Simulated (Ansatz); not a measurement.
Ansatz (an electronic-structure program) run on Hg (Imma, 2 atoms in the cell): self-consistent single point.

Computed with LDA (PW92), harder PAW files (source: ansatz) made with PBE (plane waves; Ansatz).

The change in words: lattice scaled by 0.98; basis.ecutwfc: 30.9 Ry → 101.4 Ry; hamiltonian.pseudopotentials: {kind: paw} (the program's default PAW files) → {kind: paw, source: ansatz}. Reference geometry:
```yaml
crystal:
  lattice:
    - [-2.91511, 2.91511, 1.56469]
    - [2.91511, -2.91511, 1.56469]
    - [2.91511, 2.91511, -1.56469]
  atoms:
    - { symbol: Hg, position: [0.76598, 0.26598, 0.50000] }
    - { symbol: Hg, position: [0.00000, 0.00000, 0.00000] }
```

Reference input (self-consistent single point, DFT, LDA (PW92), plane waves, default PAW files made with PBE): basis.ecutwfc = 30.9 Ry; kpoints.mp_grid.grid = 8 8 8; hamiltonian.xc = lda; hamiltonian.pseudopotentials = {kind: paw} (the program's default PAW files); scf.occupations.method = gaussian; scf.occupations.width = 0.0073 Ry. This run's input differs from it in these lines:

Ansatz 0.2 input:
```diff
@@ -2,10 +2,10 @@
   lattice:
-    - [-2.91510600, 2.91510600, 1.56469200]
-    - [2.91510600, -2.91510600, 1.56469200]
-    - [2.91510600, 2.91510600, -1.56469200]
+    - [-2.85680400, 2.85680400, 1.53339800]
+    - [2.85680400, -2.85680400, 1.53339800]
+    - [2.85680400, 2.85680400, -1.53339800]
   atoms:
-    - { symbol: Hg, position_ang: [0.00000000, 2.91510600, 0.83234730] }
+    - { symbol: Hg, position_ang: [0.00000000, 2.85680400, 0.81570027] }
     - { symbol: Hg, position_ang: [0.00000000, 0.00000000, 0.00000000] }
 basis:
-  ecutwfc: 30.9 Ry
+  ecutwfc: 101.4 Ry
 kpoints:
@@ -17,2 +17,3 @@
     kind: paw
+    source: ansatz
 scf:
```

Output, abridged:

```
SCF iter   1: F=—  HF=-27108.994357 eV  |F-HF|=—  |Δ(HF+E_count)|=         —  Δρ=2.55e-2  dr2=4.04e-1  ethr=3.10e-3  ⟨swp⟩=5.8  Hψ=9314  notcnv=0
all-band conjugate gradients solve this SCF's bands
preconditioner: auto → Kerker (q_TF=auto, 2.628 Å⁻¹)
SCF iter   2: F=—  HF=-27108.887030 eV  |F-HF|=—  |Δ(HF+E_count)|=   1.07e-1  Δρ=1.34e-2  dr2=1.02e-1  ethr=1.01e-3  ⟨swp⟩=2.2  Hψ=3562  notcnv=0  defer=11
   [... lines left out ...]
SCF iter   4: F=—  HF=-27108.853003 eV  |F-HF|=—  |Δ(HF+E_count)|=   1.21e-3  Δρ=8.43e-4  dr2=3.24e-4  ethr=1.57e-5  ⟨swp⟩=2.3  Hψ=3482  notcnv=0  defer=11
SCF iter   5: F=—  HF=-27108.853043 eV  |F-HF|=—  |Δ(HF+E_count)|=   4.05e-5  Δρ=1.73e-4  dr2=1.32e-5  ethr=8.09e-7  ⟨swp⟩=1.1  Hψ=2317  notcnv=0  defer=11
SCF iter   6: F=—  HF=-27108.852818 eV  |F-HF|=—  |Δ(HF+E_count)|=   2.25e-4  Δρ=2.60e-5  dr2=2.79e-7  ethr=3.29e-8  ⟨swp⟩=2.2  Hψ=3334  notcnv=0  defer=11
SCF iter   7: F=-27108.852818 eV  HF=-27108.852818 eV  |F-HF|=5.43e-9  |Δ(HF+E_count)|=   8.08e-8  Δρ=6.49e-6  dr2=2.79e-8  ethr=2.50e-10  ⟨swp⟩=7.3  Hψ=11291  notcnv=0
SCF 1 converged in 7 iterations: F = -27108.852818 eV  dr2 = 2.79e-8
Free energy (F): -27108.852818 eV
Internal energy: -27108.849487 eV  (E = F + TS)
E sigma→0 (E₀):  -27108.851152 eV
Entropy (-TS):   -0.003332 eV (-1.666 meV/atom)
Fermi energy:    13.455914 eV
--- Forces (eV/Å), atoms counted from 1 ---
  atom   1  Hg     0.00000000     0.00000000     0.00781681
  atom   2  Hg     0.00000000     0.00000000    -0.00781681
--- Stress (GPa, compression-positive) ---
       -2.531397       0.000000       0.000000
        0.000000      -2.559834       0.000000
        0.000000       0.000000      -3.516536
  P = ⅓ Tr σ = -2.8693 GPa (-28.693 kbar)
  The stress holds the Pulay correction. Without it, at fixed plane waves, as pw.x and ABINIT print it: P = -2.8738 GPa
```

The run converged in 7 iterations. Against the reference run the pressure goes from -4.47 to -2.87 GPa and the largest force moves little (0.005 to 0.008 eV/Å).

The starting cell comes from a database of computed structures (which also holds hypothetical and non-ambient phases and stackings), without a prior relaxation at this level. Its lattice was rescaled by up to half a per cent. One atom was moved a little off its site on purpose. For this run, on top of that: lattice scaled by 0.98. Ansatz's pressure includes its estimate of the finite-basis (Pulay) stress.
